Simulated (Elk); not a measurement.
Input and output of a self-consistent single point for CoAl (Pm-3m, 2 atoms in the cell) (Elk).

Method of the run: PBEsol, all-electron FP-LAPW, Elk's shipped species files, APW+lo basis with extra local orbitals (Elk).

```
CELL_PARAMETERS angstrom
      2.90690     0.00000     0.00000
      0.00000     2.90690     0.00000
      0.00000     0.00000     2.90690
ATOMIC_POSITIONS crystal
  Al 0.50000 0.50000 0.50000
  Co 0.00000 0.00000 0.00000
```

Reference input (self-consistent single point, DFT, PBE, all-electron FP-LAPW, Elk's shipped species files, APW+lo basis with extra local orbitals): xctype = 20; rgkmax = 8; swidth = 0.00183747 Ha; ngridk = 15 15 15; gmaxvr = 14 1/bohr; nxlo = 2; lorbcnd = true; lmaxi = 3; maxscl = 100. This run's input differs from it in these lines:

```diff
@@ -4,3 +4,3 @@
 xctype
-  20
+  22
```

Output, abridged:

```
│ Self-consistent loop started │
│ Loop number : 1 │
 total energy                :     -1644.02922613
│ Loop number : 2 │
 total energy                :     -1643.50485198
RMS change in Kohn-Sham potential (target) :   0.5225261276     (  0.1000000000E-05)
Absolute change in total energy (target)   :   0.5243741519     (  0.1000000000E-03)
│ Loop number : 3 │
 total energy                :     -1644.17271782
RMS change in Kohn-Sham potential (target) :   0.5250951176     (  0.1000000000E-05)
Absolute change in total energy (target)   :   0.5367723060     (  0.1000000000E-03)
│ Loop number : 4 │
   [... lines left out ...]
Absolute change in total energy (target)   :   0.4139492105E-03 (  0.1000000000E-03)
│ Loop number : 14 │
 total energy                :     -1634.70220994
RMS change in Kohn-Sham potential (target) :   0.2300141915E-05 (  0.1000000000E-05)
Absolute change in total energy (target)   :   0.8208105191E-04 (  0.1000000000E-03)
│ Loop number : 15 │
 total energy                :     -1634.70215531
RMS change in Kohn-Sham potential (target) :   0.6076451966E-06 (  0.1000000000E-05)
Absolute change in total energy (target)   :   0.7515249945E-04 (  0.1000000000E-03)
Convergence targets achieved

│ Loop number : 16 │

Energies :
 Fermi                       :     0.313796935039
 total energy                :     -1634.70214677

Density of states at Fermi energy :    25.14185501
 (states/Hartree/unit cell)

Estimated indirect band gap :   0.2318655827E-02
 from k-point    113 to k-point     33
Estimated direct band gap   :   0.1508737254E-01
 at k-point    100

Charges :
 core                        :    16.00000000
 valence                     :    24.00000000
 interstitial                :    2.249102047
 muffin-tins (core leakage)
  species :    1 (Al)
   atom    1                 :    11.33510272     (  0.4846833379E-03)
  species :    2 (Co)
   atom    1                 :    26.41579524     (  0.5066757916E-03)
 total in muffin-tins        :    37.75089795
 total calculated charge     :    39.98678134
 total charge                :    40.00000000
 error                       :   0.1321865684E-01

│ Self-consistent loop stopped │
```

The run converged in 16 iterations. The count includes the last loop, which Elk runs after its targets are met. 

The starting cell has typed, rounded lattice constants, without a prior relaxation at this level. Its lattice was rescaled by a random factor within 2.5 % of one. Spin polarisation is off. Values depend on the basis (sphere radii, cutoffs, local orbitals), which need not be converged. The log's line on a gap gives a spacing of levels on this mesh, which the program prints for metals too.
